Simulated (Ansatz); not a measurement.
Input and output of a self-consistent single point for CoGe (R3, 8 atoms in the cell) (Ansatz, a first-principles code).

Method: PBEsol, default PAW files made with PBE (plane waves; Ansatz).

```
CELL_PARAMETERS angstrom
      4.59321     0.00000     0.00000
      0.00000     4.59321     0.00000
      0.00000     0.00000     4.59321
ATOMIC_POSITIONS crystal
  Co 0.14311 0.14311 0.14311
  Co 0.36317 0.86317 0.63683
  Co 0.63683 0.36317 0.86317
  Co 0.86317 0.63683 0.36317
  Ge 0.83981 0.83981 0.83981
  Ge 0.66019 0.16019 0.33981
  Ge 0.33981 0.66019 0.16019
  Ge 0.16019 0.33981 0.66019
```

Reference input (self-consistent single point, DFT, PBEsol, plane waves, default PAW files made with PBE): basis.ecutwfc = 30.9 Ry; kpoints.mp_grid.grid = 6 6 6; hamiltonian.xc = pbesol; hamiltonian.pseudopotentials = {kind: paw} (the program's default PAW files); scf.occupations.method = fermi_dirac; scf.occupations.width = 0.0073 Ry. This run's input differs from it in these lines:

Ansatz 0.2 input:
```diff
@@ -17,3 +17,3 @@
 kpoints:
-  mp_grid: { grid: [6, 6, 6] }
+  mp_grid: { grid: [10, 10, 10] }
 hamiltonian:
@@ -22,3 +22,3 @@
 scf:
-  occupations: { method: fermi_dirac, width: 0.0073 Ry }
+  occupations: { method: gaussian, width: 0.0073 Ry }
 output:
```

The program printed (abridged):

```
SCF iter   1: F=—  HF=-37388.351778 eV  |F-HF|=—  |Δ(HF+E_count)|=         —  Δρ=2.23e-2  dr2=2.64e-1  ethr=1.77e-3  ⟨swp⟩=5.5  Hψ=42170  notcnv=0  defer=286
all-band conjugate gradients solve this SCF's bands
preconditioner: auto → Kerker (q_TF=auto, 2.843 Å⁻¹)
SCF iter   2: F=—  HF=-37388.316327 eV  |F-HF|=—  |Δ(HF+E_count)|=   3.55e-2  Δρ=7.21e-3  dr2=3.17e-2  ethr=2.13e-4  ⟨swp⟩=2.0  Hψ=16277  notcnv=0  defer=855
   [... lines left out ...]
SCF iter   5: F=—  HF=-37388.312295 eV  |F-HF|=—  |Δ(HF+E_count)|=   2.50e-6  Δρ=2.15e-4  dr2=1.51e-5  ethr=1.03e-7  ⟨swp⟩=2.0  Hψ=19912  notcnv=0  defer=855
SCF iter   6: F=—  HF=-37388.312469 eV  |F-HF|=—  |Δ(HF+E_count)|=   1.74e-4  Δρ=4.88e-5  dr2=1.29e-6  ethr=1.22e-8  ⟨swp⟩=2.0  Hψ=22664  notcnv=0  defer=855
SCF iter   7: F=—  HF=-37388.312468 eV  |F-HF|=—  |Δ(HF+E_count)|=   3.64e-7  Δρ=1.29e-5  dr2=1.62e-7  ethr=1.04e-9  ⟨swp⟩=2.1  Hψ=18907  notcnv=0  defer=855
SCF iter   8: F=-37388.312468 eV  HF=-37388.312468 eV  |F-HF|=2.19e-8  |Δ(HF+E_count)|=   2.39e-8  Δρ=4.82e-6  dr2=2.21e-8  ethr=8.06e-11  ⟨swp⟩=8.8  Hψ=47280  notcnv=0
SCF 1 converged in 8 iterations: F = -37388.312468 eV  dr2 = 2.21e-8
Free energy (F): -37388.312468 eV
Internal energy: -37388.302220 eV  (E = F + TS)
E sigma→0 (E₀):  -37388.307344 eV
Entropy (-TS):   -0.010248 eV (-1.281 meV/atom)
Fermi energy:    17.483157 eV
--- Forces (eV/Å), atoms counted from 1 ---
  atom   1  Co    -0.22152957    -0.22152957    -0.22152957
  atom   2  Co    -0.01541251    -0.00991538     0.06167342
  atom   3  Co     0.06167342    -0.01541251    -0.00991538
  atom   4  Co    -0.00991538     0.06167342    -0.01541251
  atom   5  Ge     0.09755154     0.09755154     0.09755154
  atom   6  Ge     0.07679088     0.02693913    -0.01610169
  atom   7  Ge    -0.01610169     0.07679088     0.02693913
  atom   8  Ge     0.02693913    -0.01610169     0.07679088
--- Stress (GPa, compression-positive) ---
       -3.190516      -0.065308      -0.065308
       -0.065308      -3.190516      -0.065308
       -0.065308      -0.065308      -3.190516
  P = ⅓ Tr σ = -3.1905 GPa (-31.905 kbar)
  The stress holds the Pulay correction. Without it, at fixed plane waves, as pw.x and ABINIT print it: P = -3.2874 GPa
```

The run converged in 8 iterations. Against the reference run the free energy rises by 4.9 meV/atom, the pressure goes from -3.01 to -3.19 GPa and the largest force hardly changes (0.386 to 0.384 eV/Å).

The starting cell comes from a database of computed structures (which also holds hypothetical and non-ambient phases and stackings), without a prior relaxation at this level. Its lattice was rescaled by up to half a per cent. One atom was moved a little off its site on purpose. Spin polarisation is off. With a pressure of about -3 GPa the cell is away from its equilibrium volume at this level. Ansatz's pressure includes its estimate of the finite-basis (Pulay) stress.

Cost on one core of a shared machine: roughly 90 s.
